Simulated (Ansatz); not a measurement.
Amorphous Al32O24N16

A CHGNet melt-quench gave the starting glass, which DFT then relaxed. O and N atoms were pushed apart under 1.9 Å during the dynamics, to hinder bonds among them. The hot cell started wider than the set density and was brought back towards it in steps. It is the lowest in DFT energy of 2 quenches. It is a model cell: composition and starting density were chosen by hand, and all elements were melted together. No dispersion term was used.

Methods: PBE, scalar-relativistic without spin-orbit coupling (Ansatz, a quantum-chemistry and plane-wave program); r2SCAN, scalar-relativistic without spin-orbit coupling (Ansatz). Geometry, pressure, stress and energy are those of the PBE run. Its sampling: a 2×2×2 Γ-centred mesh; Fermi-Dirac width 0.02 eV; no spin polarisation. Other functionals are single points at the zone centre (r2SCAN at 500 eV), free to take moments where seeds were set. At PBE the levels at the filled edge of the gap are localised (band-tail or defect states), and the nearest spread-out levels lie 2.6 eV apart at the zone centre.

| Item | Value |
|---|---|
| Number of atoms in the cell | 72 |
| Density (held, not predicted) | 2.82 g/cm³ |
| Volume per atom | 12.02 Å³ |
| Pressure on a 2×2×2 Γ-centred mesh | -0.11 GPa |
| Largest force and stress component on that mesh (the relaxation ran on the zone centre alone) | 0.04 eV/Å and 4.4 GPa |
| Level gap on a 2×2×2 Γ-centred mesh (PBE) | 1.86 eV |
| Level gap at the zone centre (PBE) | 1.87 eV |
| Level gap at the zone centre (r2SCAN) | 2.35 eV |

Neighbours within Al-Al 2.66 Å, Al-O 2.28 Å, Al-N 2.20 Å, O-O 1.58 Å, O-N 1.64 Å, N-N 1.70 Å count as bonded. Two cations that share two anions don't count as bonded, nor two that share one unless they lie closer than Al-Al 2.59 Å.

The mean coordination of Al by anions is 3.97 (3 with 3, 27 with 4, 2 with 5). The mean coordination of O comes out as 2.79 (6 with 2, 17 with 3, 1 with 4), the mean coordination of N is 3.75 (4 with 3, 12 with 4) and the mean Al-O bond is 1.829 Å (spread 0.084 Å, 67 counted). The mean Al-N bond comes out as 1.893 Å (spread 0.057 Å, 60 counted).

Its density started from a set value of 2.82 g/cm³. Cooling (nominally 590 K/ps over its main leg) ran many orders faster than in experiment, which tends to leave more defects and strain. A cell of this size samples the disorder only roughly. The volume was held where the preparation left it, at a PBE pressure of -0.1 GPa (tension). Stress components on the final sampling reach 4.4 GPa.
